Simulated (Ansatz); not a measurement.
Data:

End structure of a constructed model of the (111) surface of fcc Rh, a pseudomorphic layer of Zn in the host's stacking (bottom of the slab: a bare face, its two planes held):

```yaml
crystal:
  lattice:
    - [2.70822, 0.00000, 0.00000]
    - [-1.35411, 2.34539, 0.00000]
    - [0.00000, 0.00000, 29.50000]
  atoms:
    - { symbol: Rh, position: [0.33333, 0.66667, 0.27406] }
    - { symbol: Rh, position: [0.66667, 0.33333, 0.34901] }
    - { symbol: Rh, position: [0.00000, 0.00000, 0.42335] }
    - { symbol: Rh, position: [0.33333, 0.66667, 0.49869] }
    - { symbol: Rh, position: [0.66667, 0.33333, 0.57326] }
    - { symbol: Rh, position: [0.00000, 0.00000, 0.64857] }
    - { symbol: Zn, position: [0.33333, 0.66667, 0.72154] }
```

Set-up: 7 atoms, 13.3 Å thick at the start with caps and adatoms (thin: gaps and levels are the slab's own); mesh 16x16x1; 0.1 eV smearing; dipole correction on; single point; on the structure that PBE left under its start's symmetry; no spin, no spin-orbit, no U. In PBE it is, or lies within 0.01 eV a 1x1 cell of, the lowest of the 2 structures of its composition computed so far; subsurface sites and larger cells were not tried.

Task: Give the work function of the top face at the level Ansatz (a program for electronic structure) with r2SCAN, at the PBE geometry.

Result: 4.54 eV
